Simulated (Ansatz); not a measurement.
Take HfO2 (space group P4_2/nmc, No. 137; a = 3.5675 Å, c = 5.1667 Å) as the base. Axes: x, y, z lie along a, b, c of the conventional cell.

Calculations: PBEsol (Ansatz, an electronic-structure program), scalar-relativistic without spin-orbit coupling, earlier PAW set.

Perturbation: uniaxial strain ε_zz = −1.69 %, all other strain components held at zero, atoms relaxed at fixed cell.

How does this affect the largest internal atomic displacement and energy relative to the base?

The largest internal atomic displacement is 0.028 Å; the energy increases by 3.3 meV/atom.

Whether these cells are dynamically stable was not tested. This is not the structure that HfO2 has at room temperature and ambient pressure.
